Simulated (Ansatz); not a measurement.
The starting structures come from a database of crystals and need not be the phases stable at ambient conditions.

By PBEsol, the system below comes out a metal.

Without scattering a metal conducts by its projected Fermi surface.

Consider the following.

```yaml
crystal:
  lattice:
    - [4.46371, 0.00000, 0.00000]
    - [0.00000, 4.81062, 0.00000]
    - [0.00000, 2.40531, 1.38871]
  atoms:
    - { symbol: Mo, position: [0.00000, 0.33333, 0.00000] }
    - { symbol: Ru, position: [0.50000, 0.66667, 0.00000] }
```

Space group of this cell: P-6m2. The cell is taken as given; by PBEsol its mean pressure is -11.5 GPa.

The current flows along the normal of the first two printed cell vectors, the (110) plane of the conventional cell. No spin-orbit coupling; the value is a mean over 0.1 eV about the Fermi level.

**Question.** Give the ballistic conductance per area that Ansatz (an electronic-structure program) with PBEsol yields.

**Answer.** 1.3 × 10¹⁵ S/m² for both spins.
